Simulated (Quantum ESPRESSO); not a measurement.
## Cost against accuracy: ecutwfc for Rb₃InCl₆ (Fm-3m, 10 atoms in the cell)

Cell: a = 7.8697 Å, b = 7.8697 Å, c = 7.8697 Å, α = 60.00°, β = 60.00°, γ = 60.00°.

Method of the run: PBEsol, GBRV 1.5 ultrasoft (PBESOL) pseudopotentials (plane waves; Quantum ESPRESSO).

Base settings: ecutwfc = 40 Ry; ecutrho = 200 Ry; occupations = fixed; K_POINTS = automatic 2 2 2 0 0 0; nbnd = 45; conv_thr = 1e-09 Ry.

Misses are taken against the tightest run, 80 Ry (ecutrho: 200 Ry → 400 Ry), which need not be fully converged itself. The energy is the free energy per atom.

The count of work is k-points × plane waves × bands × iterations; it is no time, and leaves out set-up, grids and terms that scale otherwise. Core times come from one kind of shared machine and are given to one figure; runs under 30 s give none.

The starting cell comes from a database of computed structures (which also holds hypothetical and non-ambient phases and stackings), without a prior relaxation at this level.

The runs (ecutwfc): 16 Ry (ecutrho: 200 Ry → 80 Ry) | 20 Ry (ecutrho: 200 Ry → 100 Ry) | 24 Ry (ecutrho: 200 Ry → 120 Ry) | 28 Ry (ecutrho: 200 Ry → 140 Ry) | 32 Ry (ecutrho: 200 Ry → 160 Ry) | 36 Ry (ecutrho: 200 Ry → 180 Ry) | 40 Ry | 46 Ry (ecutrho: 200 Ry → 230 Ry) | 52 Ry (ecutrho: 200 Ry → 260 Ry) | 60 Ry (ecutrho: 200 Ry → 300 Ry) | 70 Ry (ecutrho: 200 Ry → 350 Ry) | 80 Ry (ecutrho: 200 Ry → 400 Ry).

**Question.** What does the step from 28 Ry (ecutrho: 200 Ry → 140 Ry) to 52 Ry (ecutrho: 200 Ry → 260 Ry) buy?

**Answer.** It takes the miss in the energy from 66 to 10.0 meV/atom, for 2.5 times the count of work and roughly 3 times the time.

| ecutwfc | energy less reference (meV/atom) | pressure less reference (GPa) | largest difference in the force on any atom (eV/Å) | count of work / reference | core time / reference (rough) |
|---|---|---|---|---|---|
| 16 Ry (ecutrho: 200 Ry → 80 Ry) | 4657.97 | -74.76 | 0.226 | 0.083 | – |
| 20 Ry (ecutrho: 200 Ry → 100 Ry) | 1273.32 | -26.80 | 0.046 | 0.13 | – |
| 24 Ry (ecutrho: 200 Ry → 120 Ry) | 303.45 | -8.46 | 0.013 | 0.15 | 0.2 |
| 28 Ry (ecutrho: 200 Ry → 140 Ry) | 66.05 | -2.11 | 0.002 | 0.21 | 0.2 |
| 32 Ry (ecutrho: 200 Ry → 160 Ry) | 21.11 | -0.24 | 0.002 | 0.25 | 0.2 |
| 36 Ry (ecutrho: 200 Ry → 180 Ry) | 17.48 | 0.03 | 0.002 | 0.30 | 0.3 |
| 40 Ry | 15.77 | -0.05 | 0.001 | 0.35 | 0.4 |
| 46 Ry (ecutrho: 200 Ry → 230 Ry) | 11.28 | -0.03 | 0.000 | 0.44 | 0.5 |
| 52 Ry (ecutrho: 200 Ry → 260 Ry) | 9.99 | 0.03 | 0.000 | 0.52 | 0.5 |
| 60 Ry (ecutrho: 200 Ry → 300 Ry) | 8.70 | -0.03 | 0.000 | 0.65 | 0.6 |
| 70 Ry (ecutrho: 200 Ry → 350 Ry) | 3.47 | -0.08 | 0.000 | 0.82 | 0.8 |
| 80 Ry (ecutrho: 200 Ry → 400 Ry) | 0.00 | 0.00 | 0.000 | 1.0 | 1 |

The last two settings still differ by 3.5 meV/atom, so the table cannot show that the reference is converged.
